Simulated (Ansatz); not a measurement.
WMo (model structure, within 0.1 Å of Pm-3m, No. 221, 4 atoms in the cell), treated with PBEsol in Ansatz (PAW).

Numerical settings: plane-wave cutoff 520 eV, 12×18×12 k mesh (along the axes of the cell as run), Fermi–Dirac smearing 0.05 eV, no spin polarisation, scalar-relativistic PAW data made under PBE.

Cell (relaxed at this level):

Space group Pm-3m (No. 221); a = 3.141 Å, b = 3.141 Å, c = 3.141 Å, α = 90.00°, β = 90.00°, γ = 90.00°

```json
[
 {"atom": "Mo", "site": "1a", "symmetry": "m-3m", "x": "0.0000", "y": "0.0000", "z": "0.0000"},
 {"atom": "W", "site": "1b", "symmetry": "m-3m", "x": "0.5000", "y": "0.5000", "z": "0.5000"}
]
```
(The calculation used a cell of 4 atoms; values per cell refer to that cell.)

Task: Estimate the bulk modulus B0 that the calculation returns.

Result: 
- bulk modulus B0 = 303 GPa

Note: the run has no spin polarisation, so it can have missed a magnetic state; the bulk modulus is −V dP/dV from two relaxed cells at ±2 % in volume.

Spin–orbit coupling is not included.

Computed values are for the static lattice.

The result took about 13 core-minutes (a rough figure).

A model structure was made by putting elements into a prototype or built by hand; it is no filed structure, need not be a known phase, and can be a saddle point held by its symmetry.

Ansatz is a first-principles code.
